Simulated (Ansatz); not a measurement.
Base system: As in the A7 type structure (space group R-3m, No. 166; a = 3.759 Å, c = 10.735 Å (hexagonal axes); layered).

Method: r2SCAN+rVV10 in Ansatz (plane waves to 500 eV, PAW, spin-orbit coupling left out), earlier PAW set.

For the base:

```
Item                            Result
-----------------------------  -------
Shortest interatomic distance  2.516 Å
```

One thing is altered: every As is replaced by Sb, then cell and atoms are relaxed.

Question: How does this affect the shortest interatomic distance?

Answer: The shortest interatomic distance goes up by 0.404 Å, from 2.516 Å to 2.920 Å.

No phonon test of stability was made.

Ansatz is a program for electronic structure.
